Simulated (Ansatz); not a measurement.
# Bi under a change: Bi → Rh

The parent structure is Bi in the A7 type structure (space group R-3m, No. 166; a = 4.4725 Å, c = 11.2797 Å (hexagonal axes)).

Now apply this change: every Bi is replaced by Rh; the structure is relaxed again.

Computed with PBEsol-D3(BJ), PAW, 420 eV (Ansatz, a quantum-chemistry and plane-wave program; no spin-orbit coupling). k-mesh 19×19×19 (Γ-centred); smearing 0.05 eV (Fermi–Dirac), for the changed cell.

```csv
quantity,base,changed,shift
volume per atom,32.57 Å³,15.21 Å³,-17.36 Å³
space group,R-3m (No. 166),Pm-3m (No. 221),–
shortest interatomic distance,3.062 Å,2.478 Å,-0.5849 Å
band gap,zero,zero,–
```

Final structure:

```xyz
1
Lattice="2.4776 0.0000 0.0000 0.0000 2.4776 0.0000 0.0000 0.0000 2.4776" Properties=species:S:1:pos:R:3 pbc="T T T"
Rh     1.2388     1.2388     1.2388
```

Spin-orbit coupling, missing from the scalar runs, can matter with Bi. Whether these cells are dynamically stable was not tested. As relaxed here, Rh is a hypothetical phase, not in the database extracts checked. All final runs are without spin polarisation. Rh has a high density of states at the Fermi level and may be magnetic at this level.
